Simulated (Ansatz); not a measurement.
hcp Gd was calculated with LDA (Ansatz, a quantum-chemistry and plane-wave program, PAW).

Settings: plane-wave cutoff 520 eV, 18×18×10 k mesh (along the axes of the cell as run), Fermi–Dirac smearing 0.05 eV, spin-polarised with parallel moments, scalar-relativistic PAW data made under PBE.

Energies at three volumes about the minimum:

| V (Å³/atom) | E − E_lowest (meV/atom) |
|---|---|
| 28.753 | 1.41 |
| 29.340 | 0.00 |
| 29.926 | 1.34 |

### Question
Fit a parabola by hand: where is the minimum, and what is the bulk modulus?

### Answer
Slopes: (0.00 − 1.41)/(29.340 − 28.753) = -2.402 and (1.34 − 0.00)/(29.926 − 29.340) = 2.287 meV/Å³. Curvature E″ = 2 × (2.287 − (-2.402))/(29.926 − 28.753) = 7.995 meV/Å⁶. From the middle of the first interval, the slope vanishes at V0 = 29.0465 − (-2.402)/7.995 = 29.347 Å³/atom. B = V0 E″ = 29.347 × 7.995 meV/Å³ × 0.1602 GPa per meV/Å³ = 37.6 GPa. The full Birch–Murnaghan fit to all volumes gives V0 = 29.338 Å³/atom and B0 = 37.6 GPa.

Shape and atoms are relaxed at each volume.

Measured, for comparison: bulk modulus 37.9 GPa (room temperature, not corrected to a static lattice; as tabulated in Wikipedia's data pages); equilibrium volume per atom 33.05 Å³/atom (room temperature, not corrected to a static lattice; as tabulated in Söderlind et al. (2014), doi:10.1088/0953-8984/26/41/416001). Computed less measured: bulk modulus -0.8 %, equilibrium volume per atom -11.2 %.

Note: the 4f shell is treated without U or exact exchange, so its levels and filling can be wrong; the collinear magnetic order is the start's and need not be the measured one.
